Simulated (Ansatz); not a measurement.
Ansatz (an electronic-structure program) run on Cs2KGaI6 (Fm-3m, 10 atoms in the cell): self-consistent single point.

Level of theory: PBEsol, default PAW files made with PBE (plane waves; Ansatz).

```
CELL_PARAMETERS angstrom
      0.00000     6.09446     6.09446
      6.09446     0.00000     6.09446
      6.09446     6.09446     0.00000
ATOMIC_POSITIONS crystal
  Cs 0.25000 0.25000 0.25000
  Cs 0.75000 0.75000 0.75000
  K  0.50000 0.50000 0.50000
  Ga 0.00000 0.00000 0.00000
  I  0.74910 0.25090 0.25090
  I  0.25090 0.74910 0.74910
  I  0.25090 0.74910 0.25090
  I  0.74910 0.25090 0.74910
  I  0.25090 0.25090 0.74910
  I  0.74910 0.74910 0.25090
```

Reference input (self-consistent single point, DFT, PBEsol, plane waves, default PAW files made with PBE): basis.ecutwfc = 420 eV; kpoints.mp_grid.grid = 3 3 3; hamiltonian.xc = pbesol; hamiltonian.pseudopotentials = {kind: paw} (the program's default PAW files); scf.occupations.method = cold; scf.occupations.width = 0.05 eV. This run's input differs from it in these lines:

Ansatz 0.2 input:
```diff
@@ -17,3 +17,3 @@
 basis:
-  ecutwfc: 420.0
+  ecutwfc: 210.0
 kpoints:
```

Log, with long lists cut:

```
SCF iter   1: F=—  HF=-60994.528178 eV  |F-HF|=—  |Δ(HF+E_count)|=         —  Δρ=2.45e-2  dr2=1.27e0  ethr=1.77e-3  ⟨swp⟩=6.2  Hψ=1255  notcnv=0  defer=18
all-band conjugate gradients solve this SCF's bands
preconditioner: auto → LDOS
SCF iter   2: F=—  HF=-60992.983279 eV  |F-HF|=—  |Δ(HF+E_count)|=    1.54e0  S|Δr|=    0.00e0  Δρ=2.15e-2  dr2=1.58e0  ethr=8.97e-4  ⟨swp⟩=3.0  Hψ=876  notcnv=0  defer=42
   [... lines left out ...]
SCF iter   7: F=—  HF=-60991.653701 eV  |F-HF|=—  |Δ(HF+E_count)|=   2.12e-5  S|Δr|=    0.00e0  Δρ=3.68e-5  dr2=6.58e-6  ethr=4.21e-7  ⟨swp⟩=2.0  Hψ=375  notcnv=0  defer=41
SCF iter   8: F=—  HF=-60991.653840 eV  |F-HF|=—  |Δ(HF+E_count)|=   1.40e-4  S|Δr|=    0.00e0  Δρ=5.94e-6  dr2=1.38e-7  ethr=4.63e-9  ⟨swp⟩=2.0  Hψ=456  notcnv=0  defer=41
SCF iter   9: F=-60991.653841 eV  HF=-60991.653841 eV  |F-HF|=3.45e-9  |Δ(HF+E_count)|=   1.62e-7  S|Δr|=    0.00e0  Δρ=1.66e-6  dr2=1.13e-8  ethr=7.04e-11  ⟨swp⟩=15.8  Hψ=1761  notcnv=0
SCF 1 converged in 9 iterations: F = -60991.653841 eV  dr2 = 1.13e-8
Stability not checked (fill_not_monotonic)
Free energy (F): -60991.653841 eV
Internal energy: -60991.653721 eV  (E = F + TS)
E sigma→0 (E₀):  -60991.653801 eV
Entropy (-TS):   -0.000120 eV (-0.012 meV/atom)
Fermi energy:    3.423780 eV
--- Forces (eV/Å), atoms counted from 1 ---
  atom   1  Cs    -0.00000000     0.00000000     0.00000000
  atom   2  Cs    -0.00000000     0.00000000     0.00000000
  atom   3  K      0.00000000     0.00000000    -0.00000000
  atom   4  Ga     0.00000000    -0.00000000    -0.00000000
   [... lines left out ...]
  atom  10  I      0.00000000     0.00000000     1.40960552
--- Stress (GPa, compression-positive) ---
       -0.044538       0.000000      -0.000000
       -0.000000      -0.044538       0.000000
        0.000000      -0.000000      -0.044538
  P = ⅓ Tr σ = -0.0445 GPa (-0.445 kbar)
  The stress holds the Pulay correction. Without it, at fixed plane waves, as pw.x and ABINIT print it: P = -88.3841 GPa
```

The run converged in 9 iterations. Against the reference run the free energy rises by 4.18 eV/atom, the pressure goes from -0.84 to -0.04 GPa and the largest force goes from 1.496 to 1.410 eV/Å.

The starting cell was generated: these elements placed on a structure prototype, without a prior relaxation; it need not be a known phase or ordering of this composition. Spin-orbit coupling is off. Forces in this geometry exceed 1 eV/Å. Ansatz's pressure includes its estimate of the finite-basis (Pulay) stress. Without the estimate this run gives -88.38 GPa. The cutoff lies below the one recommended for these files. The run gives no clean gap (levels at the Fermi energy touch, overlap or are partly filled at this smearing), which alone does not show that the compound is a metal.
